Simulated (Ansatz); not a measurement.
Ansatz (a first-principles code) run on MgTiF6 (R3, 8 atoms in the cell): self-consistent single point.

Computed with PBEsol, default PAW files made with PBE (plane waves; Ansatz).

The change in words: lattice scaled by 0.98; basis.ecutwfc: 420 eV → 250 eV. Reference geometry:
```
MgTiF6
1.0
    2.61611     1.51041     4.45784
   -2.61611     1.51041     4.45784
    0.00000    -3.02082     4.45784
Mg Ti F
1 1 6
Direct
  0.50374   0.50374   0.50374
  0.00000   0.00000   0.00000
  0.67162   0.84246   0.24225
  0.32838   0.15754   0.75775
  0.24225   0.67162   0.84246
  0.75775   0.32838   0.15754
  0.84246   0.24225   0.67162
  0.15754   0.75775   0.32838
```

Reference input (self-consistent single point, DFT, PBEsol, plane waves, default PAW files made with PBE): basis.ecutwfc = 420 eV; kpoints.mp_grid.grid = 5 5 5; hamiltonian.xc = pbesol; hamiltonian.pseudopotentials = {kind: paw} (the program's default PAW files); scf.occupations.method = fixed. This run's input differs from it in these lines:

Ansatz 0.2 input:
```diff
@@ -3,5 +3,5 @@
   lattice:
-    - [2.616105, 1.510409, 4.457841]
-    - [-2.616105, 1.510409, 4.457841]
-    - [0.000000, -3.020817, 4.457841]
+    - [2.563783, 1.480201, 4.368684]
+    - [-2.563783, 1.480201, 4.368684]
+    - [0.000000, -2.960401, 4.368684]
   atoms:
@@ -16,3 +16,3 @@
 basis:
-  ecutwfc: 420.0
+  ecutwfc: 250.0
 kpoints:
```

Log, with long lists cut:

```
SCF iter   1: F=—  HF=-9182.570422 eV  |F-HF|=—  |Δ(HF+E_count)|=         —  Δρ=1.02e-1  dr2=3.36e0  ethr=1.77e-3  ⟨swp⟩=4.0  Hψ=3277  notcnv=0  defer=110
all-band conjugate gradients solve this SCF's bands
preconditioner: auto → Resta (q_TF=auto, 2.535 Å⁻¹)
SCF iter   2: F=—  HF=-9181.506176 eV  |F-HF|=—  |Δ(HF+E_count)|=    1.06e0  Δρ=2.86e-2  dr2=3.86e-1  ethr=1.77e-3  ⟨swp⟩=2.0  Hψ=1725  notcnv=0  defer=115
   [... lines left out ...]
SCF iter   6: F=—  HF=-9181.460440 eV  |F-HF|=—  |Δ(HF+E_count)|=   7.74e-6  Δρ=2.36e-4  dr2=2.39e-5  ethr=7.50e-7  ⟨swp⟩=2.1  Hψ=1241  notcnv=0  defer=116
SCF iter   7: F=—  HF=-9181.460418 eV  |F-HF|=—  |Δ(HF+E_count)|=   2.20e-5  Δρ=3.33e-5  dr2=1.56e-6  ethr=3.73e-8  ⟨swp⟩=2.4  Hψ=1393  notcnv=0  defer=54
SCF iter   8: F=—  HF=-9181.460419 eV  |F-HF|=—  |Δ(HF+E_count)|=   1.63e-6  Δρ=9.74e-6  dr2=1.71e-7  ethr=2.43e-9  ⟨swp⟩=2.7  Hψ=1630  notcnv=0  defer=54
SCF iter   9: F=-9181.460420 eV  HF=-9181.460420 eV  |F-HF|=1.05e-8  |Δ(HF+E_count)|=   1.93e-7  Δρ=2.49e-6  dr2=9.78e-9  ethr=1.56e-10  ⟨swp⟩=11.0  Hψ=3836  notcnv=0
SCF 1 converged in 9 iterations: F = -9181.460420 eV  dr2 = 9.78e-9
Free energy (F): -9181.460420 eV
Internal energy: -9181.460420 eV  (E = F + TS)
E sigma→0 (E₀):  -9181.460420 eV
Fermi energy:    0.676583 eV
--- Forces (eV/Å), atoms counted from 1 ---
  atom   1  Mg    -0.00000000    -0.00000002    -0.47985022
  atom   2  Ti     0.00000000     0.00000001     0.35021778
  atom   3  F     -0.18193627    -0.21919839    -0.15285478
  atom   4  F      0.11099419     0.30408719     0.19606260
  atom   5  F      0.28079950    -0.04796224    -0.15285479
  atom   6  F     -0.31884432    -0.05591979     0.19606261
  atom   7  F     -0.09886324     0.26716061    -0.15285480
  atom   8  F      0.20785013    -0.24816737     0.19606262
--- Stress (GPa, compression-positive) ---
        4.846732       0.000000      -0.000000
       -0.000000       4.846732       0.000000
        0.000000       0.000000       5.022653
  P = ⅓ Tr σ = 4.9054 GPa (49.054 kbar)
  The stress holds the Pulay correction. Without it, at fixed plane waves, as pw.x and ABINIT print it: P = -133.0352 GPa
```

The run converged in 9 iterations. Against the reference run the free energy rises by 2.28 eV/atom, the pressure goes from -0.73 to 4.91 GPa, the largest force goes from 0.492 to 0.480 eV/Å and the gap on the mesh goes from 4.784 to 5.241 eV.

The starting cell comes from a database of computed structures (which also holds hypothetical and non-ambient phases and stackings), without a prior relaxation at this level. Its lattice was rescaled by up to half a per cent. One atom was moved a little off its site on purpose. For this run, on top of that: lattice scaled by 0.98. Ansatz's pressure includes its estimate of the finite-basis (Pulay) stress. Without the estimate this run gives -133.04 GPa. The cutoff lies below the one recommended for these files.
